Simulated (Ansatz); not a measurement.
The parent structure is BaHfO$_{3}$ in the cubic perovskite structure (space group Pm-3m, No. 221; a = 4.1575 Å).

Perturbation: a hydrostatic pressure of 3 GPa.

Levels (all Ansatz, a first-principles code, PAW): PBEsol (420 eV, scalar-relativistic without spin-orbit coupling); PBEsol+SOC (420 eV, with spin-orbit coupling).

The geometry is relaxed with PBEsol.

PBEsol band gap: 3.62 eV
PBEsol pressure: 3.00 GPa

Question: What does PBEsol+SOC give at this geometry for the electron mass, band gap and pressure?

Answer: The electron mass (degenerate bands, along [100]) amounts to 0.32, 0.75 mₑ (at Γ); the band gap shrinks by 0.12 eV, from 3.62 eV to 3.50 eV; the pressure falls by 0.17 GPa (3.00 GPa → 2.83 GPa).

Single points use the geometry relaxed with PBEsol. Differences between runs with and without spin-orbit coupling are approximate. Spin-orbit coupling, missing from the scalar runs, can matter with Hf. Load acts through the strain it causes; cell and atoms are relaxed under it. Effective masses come from finite differences of ±0.01 Å⁻¹. Whether these cells are dynamically stable was not tested. The base started in P4mm and relaxed to Pm-3m at this level.
